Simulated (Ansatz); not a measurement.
Base system: Bi$_{2}$Se$_{3}$ in the Bi2Te3 type structure (space group R-3m, No. 166; a = 4.1446 Å, c = 29.2658 Å (hexagonal axes)).

One thing is altered: Te takes the place of Se on all its sites, then cell and atoms are relaxed.

Levels (all Ansatz, a first-principles code, PAW): r2SCAN+rVV10 (500 eV, no spin-orbit coupling); HSE06 (420 eV, without spin-orbit coupling).

The geometry is relaxed with r2SCAN+rVV10.

| Property | Value |
|---|---|
| r2SCAN+rVV10 lowest conduction level above the VBM at special points | Γ 0.68 eV; T 0.95 eV; L 0.97 eV |

**Question.** How does going to HSE06 change the lowest conduction level above the VBM at special points?

**Answer.** The lowest conduction level above the VBM at special points goes from Γ 0.68 eV; T 0.95 eV; L 0.97 eV to Γ 0.84 eV; T 1.14 eV; L 1.16 eV.

Single points use the geometry relaxed with r2SCAN+rVV10. The levels and masses belong to the bands next to the band gap. Stability against distortions was not tested.
